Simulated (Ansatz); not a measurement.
A computed series for BeTe: response to strain and stress

The parent structure is BeTe in the zinc blende structure (space group F-43m, No. 216; a = 5.6046 Å). Axes: x, y, z lie along the cube axes.

Strains are applied to the cell and any free atomic positions relax; under stress the whole cell relaxes.

Method: PBEsol (Ansatz, a first-principles code; PAW; 420 eV plane waves; scalar-relativistic without spin-orbit coupling), earlier PAW set.

Candidates:
(a) uniaxial stress, 2 GPa tension along z
(b) uniaxial stress, 8 GPa compression along x
(c) tensor shear ε_yz = −1.97 %
(d) isotropic strain +2.63 %

For the base:

Smallest direct gap: 3.61 eV

Q: Order them by smallest direct gap, highest first.

A: (a) uniaxial stress, 2 GPa tension along z (3.54 eV), (d) isotropic strain +2.63 % (3.28 eV), (c) tensor shear ε_yz = −1.97 % (3.23 eV), (b) uniaxial stress, 8 GPa compression along x (2.88 eV)

Spin-orbit coupling, missing from the scalar runs, can matter with Te. Beyond what the load breaks, stability against distortions was not tested.
